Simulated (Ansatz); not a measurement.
**Hypothetical anti-perovskite Mg3SnO: pressure 7.5 GPa**

The reference is Mg$_{3}$SnO in the anti-perovskite structure (space group Pm-3m, No. 221; a = 4.347 Å; a hypothetical phase, not in the database extracts checked).

The change: cell and atoms relaxed at a pressure of 7.5 GPa.

Level of theory: PBEsol in Ansatz (plane waves to 420 eV, PAW, without spin-orbit coupling). Γ-centred 11×11×11 mesh, Fermi–Dirac width 0.05 eV.

The volume per atom falls by 1.34 Å³ to 15.09 Å³ and the density increases by 0.37 g/cm³, from 4.20 g/cm³ to 4.57 g/cm³. The lattice parameter a decreases by 0.121 Å to 4.226 Å and the shortest interatomic distance decreases by 0.0607 Å (2.173 Å → 2.113 Å). The band gap stays zero.

Final structure:

```
Mg3SnO
1.0
    4.22557     0.00000     0.00000
    0.00000     4.22557     0.00000
    0.00000     0.00000     4.22557
Mg Sn O
3 1 1
Cartesian
  0.00000   2.11279   2.11279
  2.11279   0.00000   2.11279
  2.11279   2.11279   0.00000
  0.00000   0.00000   0.00000
  2.11279   2.11279   2.11279
```

Cost of the whole job for the changed cell (relaxation, final SCF and bands): roughly 60 core-seconds.

Load acts through the strain it causes; cell and atoms are relaxed under it. Stability against distortions was not tested. Competing high-pressure phases were not computed. All final runs are without spin polarisation. A zero or small gap of Mg3SnO can be the functional's error rather than a property of the material.

Ansatz is a first-principles code.
